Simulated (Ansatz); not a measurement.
## Hypothetical cubic perovskite MgSnO3: pressure series

Consider MgSnO$_{3}$ in the cubic perovskite structure (space group Pm-3m, No. 221; a = 3.987 Å; a hypothetical phase, not in the database extracts checked).

Cell and atoms are relaxed at each pressure.

Level of theory: plane-wave PAW DFT at the PBEsol level (Ansatz, a program for electronic structure, 420 eV), without spin-orbit coupling.

| pressure (GPa) | volume per atom (Å³/atom) |
|---|---|
| -1 | 12.753 |
| 0 | 12.675 |
| 0.3 | 12.653 |
| 0.7 | 12.623 |
| 1.5 | ? |
| 3 | 12.458 |
| 5 | 12.325 |
| 7.5 | 12.167 |
| 10 | 12.020 |

Question: Fit the third-order Birch–Murnaghan form P(V) = (3B₀/2)[(V₀/V)^(7/3) − (V₀/V)^(5/3)]·[1 + (3/4)(B₀′ − 4)((V₀/V)^(2/3) − 1)] (squares taken in P) to the rows shown and predict the withheld row.

Answer: Least squares on the printed values gives V₀ = 12.675 Å³/atom, B₀ = 167 GPa, B₀′ = 4.5; this predicts 12.564 Å³/atom, and the run gives 12.564 Å³/atom, in agreement.

Load acts through the strain it causes; cell and atoms are relaxed under it. Whether these cells are dynamically stable was not tested. No other phases were tried under pressure. Many cubic perovskites are stable only at high temperature; tilts and polar distortions were not tested.
